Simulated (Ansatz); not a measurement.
# Li under a change: pressure 30 GPa

The parent structure is Li in the bcc (W type) structure (space group Im-3m, No. 229; a = 3.435 Å).

Modification: cell and atoms relaxed at a pressure of 30 GPa.

All numbers come from Ansatz (an electronic-structure program) PBE, no spin-orbit coupling. Settings: 19×19×19 k-points, 0.05 eV Fermi–Dirac smearing.

The volume per atom decreases by 10.054 Å³ to 10.21 Å³ and the density rises by 0.56 g/cm³, from 0.57 g/cm³ to 1.13 g/cm³. The lattice parameter a falls by 0.701 Å (3.435 Å → 2.734 Å) and the shortest interatomic distance shrinks by 0.6075 Å, from 2.975 Å to 2.367 Å. The enthalpy H = E + PV relative to the base's energy is +2.48 eV/atom and the band gap remains zero.

Final structure:

```xyz
1
Lattice="-1.3669 1.3669 1.3669 1.3669 -1.3669 1.3669 1.3669 1.3669 -1.3669" Properties=species:S:1:pos:R:3 pbc="T T T"
Li     0.0000     0.0000     0.0000
```

Load acts through the strain it causes; cell and atoms are relaxed under it. No phonon test of stability was made. Measured, Li leaves this structure (for fcc) near 7.5 GPa (temperature not stated; as listed in Olga Degtyareva, NATO science for peace and security series. B, Physics and biophysics (2010)).
